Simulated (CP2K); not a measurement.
## How far to go with the cutoff of the density grid: KVF3 (P4mm, 5 atoms in the cell)

```yaml
crystal:
  lattice:
    - [4.15001, 0.00000, 0.00000]
    - [0.00000, 4.15001, 0.00000]
    - [0.00000, 0.00000, 4.15001]
  atoms:
    - { symbol: K, position: [0.00000, 0.00000, 0.01205] }
    - { symbol: V, position: [0.50000, 0.50000, 0.50000], spin: 2.0 }
    - { symbol: F, position: [0.00000, 0.50000, 0.50000] }
    - { symbol: F, position: [0.50000, 0.00000, 0.50000] }
    - { symbol: F, position: [0.50000, 0.50000, 0.00000] }
```
(The spins are starting values, not results.)

Method of the run: CP2K with LDA (Pade form), GPW, DZVP-MOLOPT-SR-GTH basis, GTH-PADE potentials (GTH_POTENTIALS).

Base settings: UKS = T; CUTOFF = 600 Ry; REL_CUTOFF = 60 Ry; SMEAR/METHOD = FERMI_DIRAC; ELECTRONIC_TEMPERATURE = 116.05 K; KPOINTS/SCHEME = MONKHORST-PACK 2 2 2; GAMMA_CENTERED = T; XC_FUNCTIONAL = PADE; K/BASIS_SET = DZVP-MOLOPT-SR-GTH-q9; K/POTENTIAL = GTH-PADE-q9.

The second cell is the first with its lattice scaled by 0.98.

The mesh stays at the base's, so the ladder's end is converged at best in this setting alone.

Only quantities that move along the ladder and can be compared are tabulated; the gap is left out on so coarse a mesh.

The starting cell comes from a database of computed structures (which also holds hypothetical and non-ambient phases and stackings), without a prior relaxation at this level. Its lattice was rescaled by up to half a per cent. One atom was moved a little off its site on purpose. With one magnetic atom in the cell only a parallel order is possible. Values carry the incompleteness of an atom-centred basis. In the base run, with a pressure of about -6 GPa the cell is away from its equilibrium volume at this level. The mesh is very coarse (it stands for a supercell whose shortest vector is 8 Å): a converged loop gives no converged values here.

Steps (CUTOFF): 240 Ry; 330 Ry; 360 Ry; 420 Ry; 540 Ry; 600 Ry; 720 Ry; 900 Ry; 1200 Ry; 1440 Ry.

**Question.** What is the coarsest CUTOFF that holds the pressure within 0.1 GPa of the last step, with all finer ones?

**Answer.** 330 Ry; the step before is off by 1.7 GPa.

**Question.** What is the coarsest CUTOFF that holds the free energy within 2 meV/atom of the last step, with all finer ones?

**Answer.** 540 Ry; the step before is off by 2.4 meV/atom.

**Question.** What is the coarsest CUTOFF that holds the energy of the compressed cell less the first within 0.2 meV/atom of the last step, with all finer ones?

**Answer.** 720 Ry; the step before is off by 0.30 meV/atom.

| CUTOFF | free energy less the last step's (meV/atom) | energy of the compressed cell less the first (meV/atom) | pressure (GPa) |
|---|---|---|---|
| 240 Ry | 19.72 | -27.47 | -7.55 |
| 330 Ry | 1.11 | -19.32 | -5.77 |
| 360 Ry | -3.95 | -19.40 | -5.82 |
| 420 Ry | -2.44 | -19.28 | -5.78 |
| 540 Ry | -1.27 | -19.39 | -5.80 |
| 600 Ry | -0.83 | -19.83 | -5.81 |
| 720 Ry | -0.37 | -19.50 | -5.82 |
| 900 Ry | 0.20 | -19.56 | -5.84 |
| 1200 Ry | -0.04 | -19.54 | -5.83 |
| 1440 Ry | 0.00 | -19.54 | -5.83 |

The energy difference between the two cells stays within 1 meV/atom of the last step's from 330 Ry on, the total only from 600 Ry on: much of the error is common to both cells and cancels.

Left out of this page: 5 runs of the series outside the window shown, repeating another row's setting, or not comparable.
